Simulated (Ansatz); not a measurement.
The starting structures come from a database of crystals and need not be the phases stable at ambient conditions.

Inside the gap of an insulator the Bloch states are evanescent, with a wavenumber k + iκ along the transport direction.

Input:

```
LiRb2ScF6
1.0
    5.98711     0.00000     0.00000
   -2.99355     5.18499     0.00000
    2.99355     1.72833     4.88845
Rb Li Sc F
2 1 1 6
Direct
  0.50000   0.75000   0.75000
  0.50000   0.25000   0.25000
  0.00000   0.50000   0.50000
  0.00000   0.00000   0.00000
  0.51620   0.75810   0.24190
  0.48380   0.24190   0.75810
  0.00000   0.75810   0.24190
  0.00000   0.24190   0.75810
  0.00000   0.24190   0.24190
  0.00000   0.75810   0.75810
```

Space group of this cell: Fm-3m. The cell is taken as given; by r2SCAN its mean pressure is -2.9 GPa.

Transport runs along the normal of the first two printed cell vectors, the (111) plane of the conventional cell.

The gap is the functional's own. No spin-orbit coupling. Mid-gap values are interpolated on the energy grid.

Problem. Give the band gap and the smallest decay constant κ at mid-gap that r2SCAN (Ansatz, a quantum-chemistry and plane-wave program) yields.

Solution. Gap 7.39 eV on a 8×8×8 mesh; κ = 0.563 1/Å, at the zone centre.
